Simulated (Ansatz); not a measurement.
**SrZrO3, pressure series**

Base system: SrZrO₃ (space group I4/mcm, No. 140; a = 5.736 Å, c = 8.324 Å; a cell from a computed database, its experimental status unchecked).

Cell and atoms are relaxed at each pressure.

Level of theory: PBEsol (Ansatz, an electronic-structure program; PAW; 420 eV plane waves; no SOC).

```
P (GPa)  V (Å³/atom)
-------  -----------
-2.00         13.880
-1.00         13.786
0.29          13.669
0.69          13.634
1.50          13.564
3.00          13.439
5.00          13.280
7.50          13.095
```

### Question
Fit a third-order Birch–Murnaghan equation of state.

### Answer
Least squares on P(V) = (3B₀/2)[(V₀/V)^(7/3) − (V₀/V)^(5/3)]·[1 + (3/4)(B₀′ − 4)((V₀/V)^(2/3) − 1)] gives V₀ = 13.69 Å³/atom, B₀ = 153 GPa and B₀′ = 4.0.

Load acts through the strain it causes; cell and atoms are relaxed under it. Stability against distortions was not tested. No other phases were tried under pressure.
